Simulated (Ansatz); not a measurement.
Start from Ca in the fcc (Cu type) structure (space group Fm-3m, No. 225; a = 5.456 Å; relaxed with 0.1 eV smearing). Axes: x, y, z lie along the cube axes.

The values are results of Ansatz (a program for electronic structure), PBEsol, PAW, cutoff 420 eV, spin-orbit coupling left out, not measurements.

Before the change:

```
Quantity            Value
---------------  --------
Volume per atom  40.60 Å³
```

It is then changed as follows: uniaxial stress, 2 GPa tension along z, with the cell and atoms free to relax against it.

### Question
What happens to the energy relative to the base and volume per atom?

### Answer
The energy grows by 26 meV/atom; the volume per atom increases by 1.61 Å³ (40.60 Å³ → 42.21 Å³).

Load acts through the strain it causes; cell and atoms are relaxed under it. Beyond what the load breaks, stability against distortions was not tested.
